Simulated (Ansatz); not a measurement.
# Lattice parameter c of NbSi2 (model structure, started from the CrSi2 type, P6₂22, No. 180, 9 atoms in the cell) at several levels of theory

No measured value is used here.

| level (code) | value (Å) |
|---|---|
| PBE (Ansatz) | 6.615 |
| PBEsol (Ansatz) | 6.573 |
| PBE-D3(BJ) (Ansatz) | (withheld) |

Q: Complete the blanks.

A: 
- PBE-D3(BJ) (Ansatz, an electronic-structure program), value (Å): 6.551

Ansatz's density-functional and Hartree–Fock values are scalar-relativistic unless marked +SOC, with PAW data made under PBE.

A model structure was made by putting elements into a prototype or built by hand; here it ended with the formula and space group of a phase in our tables.
